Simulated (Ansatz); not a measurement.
The starting structures come from a database of crystals and need not be the phases stable at ambient conditions.

Evanescent states of Cs3H5Pt (P4/mbm, not sure to be the ambient phase, 18 atoms a cell, 23.1 Å³ an atom) along the normal of (100)

All values below come from r2SCAN (plane waves, PAW; Ansatz, an electronic-structure program).

The gap is the functional's own, uncorrected, and κ follows it; spin-orbit coupling is left out. Mid-gap values are interpolated between the computed energies.

Energies count from the valence-band top; κ is the least over a 6×4 mesh across the current.

```tsv
E (eV)	κ (1/Å)	where
0.07	0.110	off Γ
0.20	0.184	off Γ
0.33	0.229	off Γ
0.46	0.262	off Γ
0.58	…	off Γ
0.71	…	off Γ
0.84	…	off Γ
0.97	…	off Γ
1.10	…	off Γ
1.24	…	off Γ
1.36	…	Γ
1.50	…	Γ
1.62	…	Γ
1.75	…	Γ
1.89	…	Γ
2.02	0.264	off Γ
2.15	0.235	off Γ
2.27	0.195	off Γ
2.40	0.098	off Γ
```

Question: Some entries are withheld; supply them.

Answer: 
- 0.58, κ (1/Å): 0.287
- 0.71, κ (1/Å): 0.306
- 0.84, κ (1/Å): 0.321
- 0.97, κ (1/Å): 0.332
- 1.10, κ (1/Å): 0.340
- 1.24, κ (1/Å): 0.344
- 1.36, κ (1/Å): 0.340
- 1.50, κ (1/Å): 0.329
- 1.62, κ (1/Å): 0.316
- 1.75, κ (1/Å): 0.301
- 1.89, κ (1/Å): 0.284
